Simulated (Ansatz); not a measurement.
**A constructed model of the (110) surface of bcc V, a layer of Mn in place of the second plane (bottom of the slab: a bare face, its two planes held)**

Computed with PBE (plane waves to 420 eV, PAW; Ansatz, a first-principles code).

Set-up: 6 atoms, 10.4 Å thick at the start (thin: gaps and levels are the slab's own); mesh 15x15x1; 0.1 eV smearing; dipole correction on; 2 atoms held, the rest relaxed; held to the start's symmetry, so lower structures may exist; spin-polarised, no spin-orbit, no U. The starting moment vanished. It is one candidate, not shown to be the stable structure of the face.

The work function of the top face is 4.69 eV, the energy released by relaxation is 0.14 eV and the magnetic moment of the cell comes out as 0.00 μB. The cost is around 7 core-minutes (rough).
